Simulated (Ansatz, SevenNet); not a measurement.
For HfO2 (model structure, started from the CdI2 type, P-3m1, No. 164, 3 atoms in the cell), the machine-learned potential SevenNet-l3i5 (trained on PBE and PBE+U data) gives:

```
Property                         Result
------------------------------  -------
equilibrium lattice constant a  3.239 Å
lattice parameter c             5.866 Å
```

Question: What does r²SCAN+rVV10 (Ansatz, a first-principles code, PAW) give for the same quantities?

Answer: 
- lattice constant a: 3.227 Å (drops by 0.4 %)
- lattice parameter c: 4.556 Å (decreases by 22 %)

Changes are worked out from the printed values.

Unless a cell is named, each level is at its own relaxed cell (SevenNet-l3i5 17.77, r²SCAN+rVV10 13.69 Å³/atom).

Levels without +SOC leave out spin–orbit coupling, which shifts energies and cells of such heavy elements.

Caveats: the cell has another shape than the first-principles one, perhaps another minimum in the same group (SevenNet-l3i5); the cell moved over 20 % in volume from its start (SevenNet-l3i5). Ansatz's density-functional and Hartree–Fock values are scalar-relativistic unless marked +SOC, with PAW data made under PBE.

A model structure was made by putting elements into a prototype or built by hand; it is no filed structure, need not be a known phase, and can be a saddle point held by its symmetry.
